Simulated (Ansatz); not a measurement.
The reference is NiSi (space group Pnma, No. 62; a = 5.190 Å, b = 3.350 Å, c = 5.624 Å; non-magnetic). Axes: x, y, z lie along a, b, c of the conventional cell.

All numbers come from PBE (Ansatz, an electronic-structure program, PAW, without spin-orbit coupling), earlier PAW set.

It is then changed as follows: every lattice vector is shortened by 1.64 %, atoms relaxed at fixed cell.

Predict the stress tensor and what it implies for the stiffness.

Stress of the strained cell less that of the base (GPa, compression positive):
```
    9.7     0.0     0.0
    0.0     9.6     0.0
    0.0     0.0     8.7
```

Then B = −ΔP/(ΔV/V₀) with ΔV/V₀ = -0.0484 gives secant stiffness values (nonlinear terms included at this strain): B (at held cell shape, above the free-shape value) ≈ 193 GPa.

As a check, the harmonic strain energy −½ V₀ Δσ:ε is 18 meV/atom; the computed energy rise is 16 meV/atom.

No phonon test of stability was made. Starting moments died away, wholly or in part, for the base; another magnetic solution may exist. The final runs are not spin-polarised.
